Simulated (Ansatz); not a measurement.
Reference: GaAs (F-43m), r2SCAN with spin-orbit coupling, rigid bands (plane waves, PAW; Ansatz, an electronic-structure program); axes and stresses refer to this cell.

```
CELL_PARAMETERS angstrom
      0.00000     2.83321     2.83321
      2.83321     0.00000     2.83321
      2.83321     2.83321     0.00000
ATOMIC_POSITIONS crystal
  Ga 0.00000 0.00000 0.00000
  As 0.25000 0.25000 0.25000
```

* **Seebeck coefficient, n-type 1e19 cm⁻³**: -44 μV/K
* **hole conductivity mass**: 0.40 mₑ
* **band gap**: 0.86 eV

```csv
Change,"Seebeck coefficient, n-type 1e19 cm⁻³",hole conductivity mass,band gap
biaxial stress xx = yy = -1 GPa (compression positive),-41 μV/K,0.36 mₑ,(withheld)
uniaxial stress along [111] of -1 GPa (compression positive),-43 μV/K,0.38 mₑ,0.80 eV
uniaxial stress along [111] of -2 GPa (compression positive),-43 μV/K,(withheld),(withheld)
uniaxial stress along [111] of 2 GPa (compression positive),-85 μV/K,(withheld),0.87 eV
uniaxial stress zz = -2 GPa (compression positive),-41 μV/K,0.33 mₑ,0.72 eV
uniaxial stress zz = 1 GPa (compression positive),-47 μV/K,0.35 mₑ,0.86 eV
```

Task: Fill in the missing entries.

Result: 
- biaxial stress xx = yy = -1 GPa (compression positive), band gap: 0.75 eV
- uniaxial stress along [111] of -2 GPa (compression positive), hole conductivity mass: 0.33 mₑ
- uniaxial stress along [111] of -2 GPa (compression positive), band gap: 0.73 eV
- uniaxial stress along [111] of 2 GPa (compression positive), hole conductivity mass: 0.28 mₑ

Masses are for dilute carriers at 300 K, harmonic means over directions unless an axis is named. Seebeck coefficients are for the stated density at 300 K, with one relaxation time for all states and whether or not that doping can be reached. Stresses and pressures are the targets of the relaxation.  The structure type is held under load, also where the real crystal would transform.
